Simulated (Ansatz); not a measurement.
Start from Ca$_{3}$P$_{2}$ (space group P-3m1, No. 164; a = 4.675 Å, c = 7.039 Å; a hypothetical phase, not in the database extracts checked). Axes: x lies along a and z along c of the hexagonal cell.

Calculations: Ansatz (a first-principles code) PBE, spin-orbit coupling left out.

Perturbation: a pure shear with ε_yz = ε_zy = -0.0145, atoms relaxed at fixed cell.

Predict the stress tensor and what it implies for the stiffness.

Stress of the strained cell less that of the base (GPa, compression positive):
```
   0.36    0.00    0.00
   0.00   -0.32    1.02
   0.00    1.02    0.04
```

Then −Δσ/γ with γ = 2ε = -0.0290 gives secant stiffness values (nonlinear terms included at this strain): C44 ≈ 35 GPa.

Stability against distortions was not tested.
